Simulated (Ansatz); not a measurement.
For KHCO3 (P2₁/c, No. 14), LDA in Ansatz (PAW) gives:

equilibrium volume per atom: 11.45 Å³/atom
enthalpy of formation: -1.813 eV/atom

### Question
What does r²SCAN+rVV10 in Ansatz (PAW) give for the same quantities?

### Answer

- equilibrium volume per atom: 12.14 Å³/atom (rises by 6.0 %)
- formation enthalpy: -1.664 eV/atom (moves by +0.149 eV/atom)

For comparison: formation enthalpy -1.664 eV/atom (measured, 298 K, copied from a table, unchecked, not corrected to a static lattice; as tabulated in the CRC Handbook).

Changes are worked out from the printed values.

Unless a cell is named, each level is at its own relaxed cell (LDA 11.45, r²SCAN+rVV10 12.14 Å³/atom).

Caveats: LDA has no dispersion term either, though it tends to give short spacings of layers, chains or molecules (LDA); the relaxation could not lower the start's symmetry, so the cell can be a saddle point above a distorted one (LDA, r²SCAN+rVV10). Ansatz's density-functional and Hartree–Fock values are scalar-relativistic unless marked +SOC, with PAW data made under PBE.

Ansatz is a quantum-chemistry and plane-wave program.
